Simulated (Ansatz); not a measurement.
System: Ru (model structure, I4/mmm, No. 139, 1 atom in the cell). Method: PBEsol in Ansatz (PAW).

Numerical settings: plane-wave cutoff 520 eV, 26×26×26 k mesh, Fermi–Dirac smearing 0.05 eV, no spin polarisation, scalar-relativistic PAW data made under PBE.

Cell (relaxed at this level):

```xyz
1
Lattice="-1.5952 1.5952 1.3532 1.5952 -1.5952 1.3532 1.5952 1.5952 -1.3532" Properties=species:S:1:pos:R:3 pbc="T T T"
Ru     0.0000     0.0000     0.0000
```

Q: Predict the bulk modulus.

A: 
- bulk modulus = 311 GPa

Note: the run has no spin polarisation, so it can have missed a magnetic state; the bulk modulus is −V dP/dV from two relaxed cells at ±2 % in volume; the relaxation could raise the start's symmetry but not lower it, so the cell can be a saddle point.

A model structure was made by putting elements into a prototype or built by hand; it is no filed structure, need not be a known phase, and can be a saddle point held by its symmetry.

Ansatz is a quantum-chemistry and plane-wave program.
